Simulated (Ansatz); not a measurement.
Pressure series in Ta

The parent structure is Ta in the bcc (W type) structure (space group Im-3m, No. 229; a = 3.305 Å).

Cell and atoms are relaxed at each pressure.

The values are results of r2SCAN (Ansatz, an electronic-structure program; PAW; 500 eV plane waves; spin-orbit coupling left out), not measurements.

Notes on the quantities. enthalpy: H = E + PV relative to the base's energy.

| variant | enthalpy | density | shortest interatomic distance |
|---|---|---|---|
| base | – | 16.65 g/cm³ | 2.862 Å |
| pressure −2 GPa | -0.23 eV/atom | 16.48 g/cm³ | 2.872 Å |
| pressure −1 GPa | -0.11 eV/atom | 16.57 g/cm³ | 2.867 Å |
| pressure 1.8 GPa | +0.20 eV/atom | 16.79 g/cm³ | 2.854 Å |
| pressure 4.2 GPa | +0.47 eV/atom | 16.98 g/cm³ | 2.843 Å |
| pressure 9 GPa | +0.99 eV/atom | 17.34 g/cm³ | 2.824 Å |
| pressure 18 GPa | +1.95 eV/atom | 17.97 g/cm³ | 2.790 Å |
| pressure 30 GPa | +3.17 eV/atom | 18.74 g/cm³ | 2.751 Å |
| pressure 45 GPa | +4.64 eV/atom | 19.62 g/cm³ | 2.710 Å |
| pressure 60 GPa | +6.05 eV/atom | (withheld) | (withheld) |

**Question.** What belongs in the blanks?

**Answer.** 
- pressure 60 GPa, density: 20.43 g/cm³
- pressure 60 GPa, shortest interatomic distance: 2.673 Å

Load acts through the strain it causes; cell and atoms are relaxed under it. No phonon test of stability was made. No other phases were tried under pressure. The final runs are not spin-polarised.
